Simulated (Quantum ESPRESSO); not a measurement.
## Short convergence ladders for Ni2Ge (P3m1, 6 atoms in the cell)

```
CELL_PARAMETERS angstrom
      3.99175     0.00000     0.00000
     -1.99588     3.45696     0.00000
      0.00000     0.00000     5.03895
ATOMIC_POSITIONS crystal
  Ni 0.66667 0.33333 0.25992
  Ni 0.33333 0.66667 0.75000
  Ni 0.00000 0.00000 0.00000
  Ni 0.00000 0.00000 0.50000
  Ge 0.66667 0.33333 0.75000
  Ge 0.33333 0.66667 0.25000
```

Base method: PBEsol, PSlibrary PAW (PBE) pseudopotentials (plane waves; Quantum ESPRESSO).

Base settings: ecutwfc = 50 Ry; ecutrho = 300 Ry; occupations = smearing; smearing = fermi-dirac; degauss = 0.0073499 Ry; input_dft = pbesol; potentials = {Ni: Ni.pbe-n-kjpaw_psl.1.0.0.UPF, Ge: Ge.pbe-n-kjpaw_psl.1.0.0.UPF}; K_POINTS = automatic 4 4 3 0 0 0; conv_thr = 1e-10 Ry.

The count of work is k-points × plane waves × bands × iterations; it is no time. 

**The plane-wave cutoff**

Moved along: ecutrho.

The second cell is the first with its lattice scaled by 0.98.

The mesh stays at the base's, so the ladder's end is converged at best in this setting alone.

Only quantities that move along the ladder and can be compared are tabulated.

| ecutwfc | free energy less the last step's (meV/atom) | energy of the compressed cell less the first (meV/atom) | pressure (GPa) | largest difference of a force vector from the last step's (eV/Å) | count of work / last |
|---|---|---|---|---|---|
| 17.5 Ry | 10467.21 | -15.06 | -559.04 | 0.280 | 0.050 |
| 22 Ry | 2204.20 | 11.44 | -165.78 | 0.153 | 0.075 |
| 28 Ry | 203.56 | 24.94 | -21.54 | 0.018 | 0.11 |
| 50 Ry | 10.95 | 28.84 | -0.85 | 0.000 | 0.27 |
| 120 Ry | 0.00 | 28.71 | 0.00 | 0.000 | 1.0 |

Coarsest ecutwfc that holds the energy of the compressed cell less the first within 0.5 meV/atom of the last step, with all finer ones: 50 Ry, at 0.27 of the last step's count of work; the step before is off by 3.8 meV/atom.

Coarsest ecutwfc that holds the forces within 0.01 eV/Å of the last step, with all finer ones: 50 Ry, at 0.27 of the last step's count of work; the step before is off by 0.018 eV/Å.

Coarsest ecutwfc that holds the pressure within 1 GPa: not settled: the last two steps still differ by 0.85 GPa, over half the tolerance, so the ladder does not show it.

At the lowest cutoff the pressure lies 559 GPa under the last step's, the usual sign of Pulay stress in an incomplete plane-wave basis.

**The density cutoff**

The mesh stays at the base's, so the ladder's end is converged at best in this setting alone.

Only quantities that move along the ladder and can be compared are tabulated.

```tsv
ecutrho	free energy less the last step's (meV/atom)	pressure (GPa)
100 Ry	-1.85	-0.70
200 Ry	-0.07	-0.84
300 Ry	-0.02	-0.85
800 Ry	0.00	-0.85
```

Coarsest ecutrho that holds the pressure within 0.1 GPa of the last step, with all finer ones: 200 Ry; the step before is off by 0.15 GPa.

Coarsest ecutrho that holds the free energy within 0.5 meV/atom of the last step, with all finer ones: 200 Ry; the step before is off by 1.8 meV/atom.

On the base run: the starting cell comes from a database of computed structures (which also holds hypothetical and non-ambient phases and stackings), without a prior relaxation at this level. Its lattice was rescaled by up to half a per cent. One atom was moved a little off its site on purpose. Spin polarisation is off. Without a gap this mesh is coarse (it stands for a supercell whose shortest vector is 15 Å).
